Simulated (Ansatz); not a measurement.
**CaC$_{2}$ (space group C2/m, No. 12; a cell from a computed database, its experimental status unchecked)**

```yaml
crystal:
  lattice:
    - [3.53412, -1.88850, 0.00000]
    - [3.53412, 1.88850, 0.00000]
    - [-2.13348, 0.00000, 7.03076]
  atoms:
    - { symbol: Ca, position: [0.79929, 0.79929, 0.75340] }
    - { symbol: Ca, position: [0.20071, 0.20071, 0.24660] }
    - { symbol: C, position: [0.08023, 0.08023, 0.56545] }
    - { symbol: C, position: [0.91977, 0.91977, 0.43455] }
    - { symbol: C, position: [0.45085, 0.45085, 0.05896] }
    - { symbol: C, position: [0.54915, 0.54915, 0.94104] }
```

Calculations: Kohn–Sham DFT with the PBEsol functional, run in Ansatz (a program for electronic structure) with PAW and 420 eV plane waves, spin-orbit coupling left out. Settings: 10×10×5 k-points, 0.05 eV Fermi–Dirac smearing.

| Item | Value |
|---|---|
| Volume per atom | 15.64 Å³ |
| Density | 2.27 g/cm³ |
| Band gap | 2.07 eV, indirect, k = (0.300, 0.400, -0.200) in the run's primitive reciprocal basis → L₂ |
| Total energy | -762.302 eV/atom (σ→0; compares only within this code and set-up) |

Stability against distortions was not tested.
